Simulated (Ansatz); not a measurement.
Consider ZnAu in the CsCl type structure (space group Pm-3m, No. 221; a = 3.129 Å; relaxed with 0.1 eV smearing). Axes: x, y, z lie along the cube axes.

The values are results of PBEsol (Ansatz, a first-principles code; PAW; 420 eV plane waves; scalar-relativistic without spin-orbit coupling), not measurements.

Strains are applied to the cell and any free atomic positions relax; under biaxial strain the out-of-plane vector relaxes too.

One change was made to it. Results:

The pressure (mean of the normal stresses, compression positive) goes from zero to 0.6 GPa; the volume per atom drops by 0.065 Å³ to 15.25 Å³; the energy grows by 0.4 meV/atom.

Question: Which of these changes matches the shifts?
(A) biaxial strain −2.08 %, plane normal [111], relaxed out of plane
(B) biaxial strain +0.83 %, plane normal [111], relaxed out of plane
(C) biaxial strain −0.42 %, plane normal [111], relaxed out of plane
(D) biaxial strain −0.83 %, plane normal [111], relaxed out of plane
(E) biaxial strain +2.08 %, plane normal [111], relaxed out of plane

Answer: C, biaxial strain −0.42 %, plane normal [111], relaxed out of plane. For comparison, the pressure in the other runs: biaxial strain +2.08 %, plane normal [111], relaxed out of plane gives -3.0 GPa; biaxial strain −2.08 %, plane normal [111], relaxed out of plane gives 3.1 GPa; biaxial strain −0.83 %, plane normal [111], relaxed out of plane gives 1.3 GPa; biaxial strain +0.83 %, plane normal [111], relaxed out of plane gives -1.2 GPa.

Stability against distortions was not tested.
